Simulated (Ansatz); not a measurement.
**How the smallest direct gap on the k points sampled of CaTiN₂ (model structure, started from the beta NaFeO2 type, Pna2₁, No. 33, 16 atoms in the cell) moves with the method**

No measured value is used here.

```csv
level (code),value (eV)
LDA (Ansatz),2.03
PBEsol (Ansatz),2.07
r²SCAN (Ansatz),2.42
```

At these levels the smallest gap is indirect and lower: LDA 1.96, PBEsol 2.00, r²SCAN 2.36 eV. Computed values are for a static lattice.  Values are at the PBEsol cell. Cutoffs differ between the levels. Ansatz's density-functional and Hartree–Fock values are scalar-relativistic unless marked +SOC, with PAW data made under PBE.

A model structure was made by putting elements into a prototype or built by hand; it is no filed structure, need not be a known phase, and can be a saddle point held by its symmetry.

Ansatz is a program for electronic structure.
